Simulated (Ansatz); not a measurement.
Here is the system:

End structure of a constructed model of the (0001) surface of hcp Os, a pseudomorphic layer of Ge in the host's stacking (bottom of the slab: a bare face, its two planes held):

```yaml
crystal:
  lattice:
    - [2.75423, 0.00000, 0.00000]
    - [-1.37712, 2.38523, 0.00000]
    - [0.00000, 0.00000, 29.50000]
  atoms:
    - { symbol: Os, position: [0.66667, 0.33333, 0.27759] }
    - { symbol: Os, position: [0.33333, 0.66667, 0.35126] }
    - { symbol: Os, position: [0.66667, 0.33333, 0.42426] }
    - { symbol: Os, position: [0.33333, 0.66667, 0.49911] }
    - { symbol: Os, position: [0.66667, 0.33333, 0.57218] }
    - { symbol: Os, position: [0.33333, 0.66667, 0.64426] }
    - { symbol: Ge, position: [0.66667, 0.33333, 0.71992] }
```

Slab: 7 atoms, 13.1 Å thick at the start; k 16x16x1, smearing 0.1 eV, dipole-corrected; 2 atoms held, the rest relaxed; held to the start's symmetry, so lower structures may exist; no spin, no spin-orbit, no U. It is one candidate, not shown to be the stable structure of the face.

Q: What is the computed work function of the top face (Ansatz (a quantum-chemistry and plane-wave program) with PBE)?

A: 4.45 eV
